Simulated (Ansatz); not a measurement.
**La₂Ti₂O₇ (model structure, started from the pyrochlore type, Fd-3m, No. 227, 22 atoms in the cell)**

Level of theory: PBEsol (plane waves, PAW; Ansatz, a first-principles code).

Numerical settings: plane-wave cutoff 520 eV, 6×6×6 k mesh, Fermi–Dirac smearing 0.01 eV, no spin polarisation, scalar-relativistic PAW data made under PBE.

Cell (relaxed with PBEsol):

```cif
data_La4O14Ti4
_chemical_formula_sum 'La4 Ti4 O14'
_space_group_name_H-M_alt 'P 1'
_space_group_IT_number 1
_cell_length_a 7.32953
_cell_length_b 7.32953
_cell_length_c 7.32953
_cell_angle_alpha 60.000
_cell_angle_beta 60.000
_cell_angle_gamma 60.000
loop_
_space_group_symop_operation_xyz
  'x, y, z'
loop_
_atom_site_label
_atom_site_type_symbol
_atom_site_fract_x
_atom_site_fract_y
_atom_site_fract_z
_atom_site_occupancy
La1 La 0.12500 0.12500 0.12500 1
La2 La 0.12500 0.12500 0.62500 1
La3 La 0.12500 0.62500 0.12500 1
La4 La 0.62500 0.12500 0.12500 1
Ti1 Ti 0.62500 0.62500 0.62500 1
Ti2 Ti 0.62500 0.62500 0.12500 1
Ti3 Ti 0.62500 0.12500 0.62500 1
Ti4 Ti 0.12500 0.62500 0.62500 1
O1 O 0.55207 0.94793 0.94793 1
O2 O 0.94793 0.55207 0.55207 1
O3 O 0.94793 0.55207 0.94793 1
O4 O 0.55207 0.94793 0.55207 1
O5 O 0.94793 0.94793 0.55207 1
O6 O 0.55207 0.55207 0.94793 1
O7 O 0.69793 0.30207 0.69793 1
O8 O 0.30207 0.69793 0.30207 1
O9 O 0.30207 0.69793 0.69793 1
O10 O 0.69793 0.30207 0.30207 1
O11 O 0.30207 0.30207 0.69793 1
O12 O 0.69793 0.69793 0.30207 1
O13 O 0.00000 0.00000 0.00000 1
O14 O 0.25000 0.25000 0.25000 1
```

```
Quantity    Value
--------  -------
band gap  2.90 eV
```

Note: the relaxation could raise the start's symmetry but not lower it, so the cell can be a saddle point.

Spin–orbit coupling is not included.

The computed numbers hold no vibrational or temperature effects.

It cost around 100 core-seconds (rough) of CPU time.

A model structure was made by putting elements into a prototype or built by hand; it is no filed structure, need not be a known phase, and can be a saddle point held by its symmetry.
